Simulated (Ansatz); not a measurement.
Structure of amorphous In₉Ga₉Zn₉O₃₇Sr (periodic cell):

```yaml
crystal:
  lattice:
    - [9.43521, -0.01292, 0.13242]
    - [-0.01292, 9.29561, 0.09813]
    - [0.13242, 0.09813, 9.44804]
  atoms:
    - { symbol: In, position: [0.60133, 0.11112, 0.63536] }
    - { symbol: In, position: [0.47233, 0.40596, 0.82412] }
    - { symbol: In, position: [0.11497, 0.70088, 0.96125] }
    - { symbol: In, position: [0.72185, 0.11373, 0.29400] }
    - { symbol: In, position: [0.24870, 0.00662, 0.55234] }
    - { symbol: In, position: [0.51955, 0.81239, 0.39490] }
    - { symbol: In, position: [0.87172, 0.82085, 0.16968] }
    - { symbol: In, position: [0.98327, 0.21979, 0.47772] }
    - { symbol: In, position: [0.86019, 0.83632, 0.52148] }
    - { symbol: Ga, position: [0.27675, 0.62746, 0.62646] }
    - { symbol: Ga, position: [0.95208, 0.53935, 0.71181] }
    - { symbol: Ga, position: [0.07798, 0.57277, 0.34707] }
    - { symbol: Ga, position: [0.96393, 0.97102, 0.79165] }
    - { symbol: Ga, position: [0.19069, 0.87154, 0.25083] }
    - { symbol: Ga, position: [0.33406, 0.34518, 0.46387] }
    - { symbol: Ga, position: [0.53787, 0.46302, 0.21208] }
    - { symbol: Ga, position: [0.87196, 0.42224, 0.15369] }
    - { symbol: Ga, position: [0.30469, 0.01727, 0.90075] }
    - { symbol: Zn, position: [0.49806, 0.80327, 0.74709] }
    - { symbol: Zn, position: [0.98470, 0.11491, 0.08389] }
    - { symbol: Zn, position: [0.63429, 0.03466, 0.95104] }
    - { symbol: Zn, position: [0.13517, 0.28453, 0.78207] }
    - { symbol: Zn, position: [0.74802, 0.67467, 0.90929] }
    - { symbol: Zn, position: [0.81277, 0.28385, 0.84641] }
    - { symbol: Zn, position: [0.26883, 0.41539, 0.08522] }
    - { symbol: Zn, position: [0.39388, 0.11456, 0.22771] }
    - { symbol: Zn, position: [0.44329, 0.74073, 0.04527] }
    - { symbol: O, position: [0.28269, 0.31816, 0.90818] }
    - { symbol: O, position: [0.37610, 0.33490, 0.26532] }
    - { symbol: O, position: [0.94751, 0.11482, 0.29030] }
    - { symbol: O, position: [0.01722, 0.97840, 0.59418] }
    - { symbol: O, position: [0.75758, 0.20400, 0.50038] }
    - { symbol: O, position: [0.60234, 0.81456, 0.92897] }
    - { symbol: O, position: [0.11548, 0.07771, 0.86583] }
    - { symbol: O, position: [0.60873, 0.23712, 0.83709] }
    - { symbol: O, position: [0.45313, 0.59676, 0.70484] }
    - { symbol: O, position: [0.47987, 0.32212, 0.58647] }
    - { symbol: O, position: [0.76977, 0.50911, 0.79387] }
    - { symbol: O, position: [0.04050, 0.76840, 0.34166] }
    - { symbol: O, position: [0.22604, 0.51726, 0.46961] }
    - { symbol: O, position: [0.96468, 0.33545, 0.68443] }
    - { symbol: O, position: [0.46836, 0.52133, 0.03654] }
    - { symbol: O, position: [0.43255, 0.06135, 0.03620] }
    - { symbol: O, position: [0.83770, 0.61449, 0.09305] }
    - { symbol: O, position: [0.51885, 0.05193, 0.38245] }
    - { symbol: O, position: [0.22417, 0.04428, 0.33282] }
    - { symbol: O, position: [0.30142, 0.81023, 0.89881] }
    - { symbol: O, position: [0.19541, 0.22817, 0.55754] }
    - { symbol: O, position: [0.69195, 0.33844, 0.20651] }
    - { symbol: O, position: [0.56676, 0.59135, 0.35287] }
    - { symbol: O, position: [0.07567, 0.89734, 0.08972] }
    - { symbol: O, position: [0.94507, 0.30976, 0.00826] }
    - { symbol: O, position: [0.63984, 0.87047, 0.59982] }
    - { symbol: O, position: [0.74256, 0.86346, 0.34016] }
    - { symbol: O, position: [0.32343, 0.79801, 0.53367] }
    - { symbol: O, position: [0.13966, 0.56251, 0.14207] }
    - { symbol: O, position: [0.79684, 0.06524, 0.79282] }
    - { symbol: O, position: [0.93853, 0.77717, 0.84401] }
    - { symbol: O, position: [0.36865, 0.79189, 0.22654] }
    - { symbol: O, position: [0.78162, 0.01898, 0.09087] }
    - { symbol: O, position: [0.95308, 0.42056, 0.33572] }
    - { symbol: O, position: [0.91225, 0.62203, 0.54063] }
    - { symbol: O, position: [0.13873, 0.57563, 0.76738] }
    - { symbol: O, position: [0.39976, 0.02140, 0.71906] }
    - { symbol: Sr, position: [0.69794, 0.46342, 0.52337] }
```

Methods: PBE, scalar-relativistic without spin-orbit coupling (Ansatz, a program for electronic structure); r2SCAN, scalar-relativistic without spin-orbit coupling (Ansatz); HSE06, scalar-relativistic without spin-orbit coupling (Ansatz). Neutral PBE cell, which sets geometry, pressure and energy: sampling: a 2×2×2 Γ-centred mesh; Fermi-Dirac width 0.02 eV; no spin polarisation. Exact exchange is cut at the faces of this 9 Å cell, which leaves hybrid gaps a finite-size error.

A CHGNet melt-quench gave the starting glass, which DFT then relaxed. O atoms were pushed apart under 1.9 Å during the dynamics, to hinder bonds among them. The hot cell started wider than the set density and was brought back towards it in steps. It is the lowest in DFT energy of 2 quenches. It is a model cell: composition and starting density were chosen by hand, and all elements were melted together. No dispersion term was used. Its density started from a set value of 5.87 and ended at 5.87 g/cm³. The quench (nominally 260 K/ps over its main leg) was far faster than any real one, so the model tends to hold more defects than a real film. Values belong to this one cell and scatter from quench to quench. The volume was held where the preparation left it and the shape relaxed.

Question: Give the pressure and the spacing of the highest filled and lowest empty levels.

Answer: 
```json
{
  "Pressure on a 2×2×2 Γ-centred mesh": "2.42 GPa",
  "Largest force and stress component on that mesh (the relaxation ran on the zone centre alone)": "0.10 eV/Å and 2.6 GPa",
  "Level gap on a 2×2×2 Γ-centred mesh (PBE)": "0.73 eV",
  "Level gap at the zone centre (PBE)": "0.86 eV",
  "Level gap at the zone centre (r2SCAN)": "1.30 eV",
  "Level gap at the zone centre (HSE06)": "2.40 eV",
  "Distance between the nearest levels spread over more than a fifth of the atoms or a third of the atoms of their main element (six at least) (PBE, zone centre)": "0.88 eV"
}
```

Question: At PBE and the zone centre, how localised are the states just below and above the Fermi level (participation number: the atoms over which a state spreads)?

Answer: The highest filled state is spread over 10.7 atoms' worth, largest on O57, with weights by element (charge in smoothed Voronoi cells) O 0.81, Zn 0.15, In 0.02. The lowest empty state is spread over 60.9 atoms' worth, largest on In9, with weights by element (charge in smoothed Voronoi cells) O 0.52, In 0.20, Zn 0.14.

At PBE the levels at the filled edge of the gap are localised (band-tail or defect states).

Neighbours within In-In 3.12 Å, In-Ga 2.90 Å, In-Zn 2.90 Å, In-O 2.72 Å, In-Sr 3.65 Å, Ga-Ga 2.68 Å, Ga-Zn 2.68 Å, Ga-O 2.18 Å, Ga-Sr 3.43 Å, Zn-Zn 2.68 Å, Zn-O 2.50 Å, Zn-Sr 3.43 Å, O-O 1.58 Å, O-Sr 3.13 Å, Sr-Sr 4.18 Å count as bonded. Two cations that share two anions don't count as bonded, nor two that share one unless they lie closer than In-In 3.04 Å, In-Ga 2.82 Å, In-Zn 2.82 Å, In-Sr 3.55 Å, Ga-Ga 2.61 Å, Ga-Zn 2.61 Å, Ga-Sr 3.34 Å, Zn-Zn 2.61 Å, Zn-Sr 3.34 Å, Sr-Sr 4.07 Å.

Added carriers, by Ansatz with PBE, scalar-relativistic without spin-orbit coupling on the zone centre alone. Charged cells keep the cell fixed and stand in a uniform background, with no image correction, at a width of 0.01 eV; where the count is odd the moment is locked at 1 μB, unless the neutral cell bore moments. Each starts from the undistorted neutral geometry alone. PBE's self-interaction favours spread-out carriers, so it can miss traps that a hybrid finds.

Question: What happens at PBE when the cell takes an extra electron and the atoms relax?

Answer: Relaxation lowers the charged cell by 0.01 eV. The largest moves are Zn25 0.02 Å, O56 0.02 Å, Zn20 0.02 Å, O31 0.01 Å. The level that holds the added charge spreads over 60.9 atoms' worth, most on In9 (weight 0.03): a carrier spread over the cell. No bond crosses its cut-off with a change of over 0.15 Å (metal-metal contacts aside). Made neutral again at that geometry, the cell lies +0.01 eV from the neutral start.

Question: What happens at PBE when the cell takes a hole and the atoms relax?

Answer: Relaxation lowers the charged cell by 0.14 eV. The largest moves are O57 0.33 Å, In1 0.22 Å, O35 0.13 Å, Ga13 0.11 Å. The level that was emptied spreads over 10.0 atoms' worth, most on O57 (weight 0.19): a partly localised carrier. Bonds broken: In1-O57. Made neutral again at that geometry, the cell lies +0.24 eV from the neutral start (a closed shell was imposed there, with levels 0.38 eV apart, so this is an upper bound).
